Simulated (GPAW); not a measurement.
GPAW 25.7.0, DFT, PBE, plane waves, PAW datasets of gpaw-data 1.0.1: fcc Cu, atoms displaced, 4 atoms. Basis and mesh were picked for this test and aren't claimed converged.

```yaml
cell: 3.62, 3.62, 3.62 Å; 90, 90, 90°
distance_to_the_nearest_atom: 2.51 to 2.53 Å
task: scf
mode.name: pw
mode.ecut: 500 eV
xc: PBE
k mesh: 6×6×6
kpts.gamma: true
occupations.name: fermi-dirac
occupations.width: 0.1 eV
convergence.density (electrons an electron): 1e-05
maxiter: 150
parallel.sl_auto: false
parallel.augment_grids: true
eigensolver.name: dav (default)
eigensolver.niter: 2 (default)
mixer.backend: pulay (default)
mixer.method: separate (default)
mixer.beta: 0.05 (default)
mixer.nmaxold: 5 (default)
mixer.weight: 50 (default)
convergence.eigenstates (eV² an electron): 4e-08 (default)
convergence.energy (eV an electron): 0.0005 (default)
k-points after symmetry: 112
bands: 31
electrons: 44
plane_waves: 1222
coarse_grid: 20*20*20
symmetry_operations: 1
```

It runs on a single node (AMD EPYC (Zen 5), 96 cores on 1 socket, no SMT, 12 L3 cache groups; 94 cores' worth of CPU time may be used).

Times are wall-clock medians of two to five runs, from launch to exit, with nothing else on the machine. Unless noted, each process is bound to its own block of adjacent cores. The build: conda-forge: Open MPI, OpenMP, OpenBLAS, FFTW, ScaLAPACK, ELPA; another build can shift the numbers. Scratch files lie in a memory file system.

All on 16 ranks. Base settings, kept where nothing else is said: parallel.kpt = 16, parallel.band = 1, parallel.domain = 1. The candidates, on 16 cores each, agree within 1.0 meV/atom in energy, 10 meV/Å in forces (largest component):
A. parallel.kpt = 1, parallel.band = 4, parallel.domain = 4
B. parallel.kpt = 4, parallel.domain = 4
C. parallel.kpt = 2, parallel.band = 8
D. parallel.kpt = 8, parallel.band = 2
E. the base settings
F. parallel.kpt = 1, parallel.band = 16
G. parallel.kpt = 2, parallel.band = 4, parallel.domain = 2

Problem. Which choice gives the shortest wall time?

Solution. E (the base settings), 4.9 s. At the other end F takes 4.2× as long.

| candidate | wall time | repeats | SCF iterations |
|---|---|---|---|
| E | 4.9 s | 3 runs within 1 % | 22 |
| D | 5.7 s | 3 runs within 1 % | 22 |
| B | 6.1 s | 2 runs within 1 % | 22 |
| G | 8.7 s | 2 runs within 1 % | 22 |
| C | 11 s | 2 runs within 1 % | 22 |
| A | 12 s | 2 runs within 1 % | 22 |
| F | 21 s | 2 runs within 1 % | 22 |

From the slowest to the fastest: The largest move is in the band solver (Davidson, Orthonormalize): 13 s to 1.7 s.
